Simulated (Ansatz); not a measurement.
Density of states of NbAs (P6/mmm, 6 atoms in the cell).

```
CELL_PARAMETERS angstrom
      5.66085     0.00000     0.00000
     -2.83042     4.90244     0.00000
      0.00000     0.00000     4.56782
ATOMIC_POSITIONS crystal
  Nb 0.50000 0.00000 0.00000
  Nb 0.50000 0.50000 0.00000
  Nb 0.00000 0.50000 0.00000
  As 0.00000 0.00000 0.00000
  As 0.33333 0.66667 0.50000
  As 0.66667 0.33333 0.50000
```

Method: PBE (plane waves, PAW; Ansatz, a quantum-chemistry and plane-wave program).

SCF settings: kpoints.mp_grid.grid = 6 6 6; hamiltonian.xc = pbe; hamiltonian.pseudopotentials = {kind: paw} (the program's default PAW files); scf.occupations.method = cold; scf.occupations.width = 0.05 eV. Keys of the DOS step: output.dos.nscf_kmesh.grid = 9 9 9; output.dos.method = {smearing: {sigma: 0.02}} eV.

The starting cell was generated: these elements placed on a structure prototype, without a prior relaxation; it need not be a known phase or ordering of this composition. Spin polarisation is off.

Total DOS (both spins), as means of the tabulated values in each energy bin; the zero is the program's Fermi level or highest filled level, and the curve is cut to this window:

```
E (eV) | states/eV/cell
    -7.80 |  0.00
    -7.40 |  0.00
    -7.00 |  0.00
    -6.60 |  0.00
    -6.20 | # 0.17
    -5.80 | #### 0.78
    -5.40 | ####### 1.36
    -5.00 | ######################## 4.83
    -4.60 | ########################### 5.43
    -4.20 | ########################### 5.41
    -3.80 | #################### 4.00
    -3.40 | ################## 3.57
    -3.00 | ############################# 5.76
    -2.60 | ########################## 5.30
    -2.20 | ######################### 5.05
    -1.80 | ############################ 5.61
    -1.40 | #################### 4.10
    -1.00 | ############# 2.59
    -0.60 | ############ 2.47
    -0.20 | ################## 3.70
     0.20 | ####################### 4.55
     0.60 | ############################## 6.03
     1.00 | ########################## 5.28
```

Around zero the curve holds about 4.0 states/eV/cell.

Keys are those of Ansatz 0.2.
